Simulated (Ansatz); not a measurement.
The parent structure is SiC in the wurtzite structure (space group P6_3mc, No. 186; a = 3.0760 Å, c = 5.0478 Å).

All numbers come from PBEsol in Ansatz (plane waves to 420 eV, PAW, no SOC).

Before the change:

- Electron mass = 0.26 mₑ along c, 0.43 mₑ across (at K)
- Smallest direct gap = 3.86 eV
- Band gap = 2.12 eV
- Valence-band top at Γ = 0.00, 0.00, -0.11 eV
- Gap character = indirect, Γ → K

It is then changed as follows: every lattice vector is shortened by 0.60 %; the atoms relax in the strained cell.

Problem. What happens to the electron mass, smallest direct gap, band gap, valence-band top at Γ and gap character?

Solution. The electron mass changes from 0.26 mₑ along c, 0.43 mₑ across (at K) to 0.26 mₑ along c, 0.42 mₑ across (at K); the smallest direct gap increases by 0.035 eV (3.86 eV → 3.89 eV); the band gap shrinks by 0.03 eV, from 2.12 eV to 2.09 eV; the valence-band top at Γ (three highest levels, from the VBM) stays 0.00, 0.00, -0.11 eV; the gap character stays indirect, Γ → K.

Effective masses come from finite differences of ±0.01 Å⁻¹. No phonon test of stability was made.

Ansatz is a program for electronic structure.
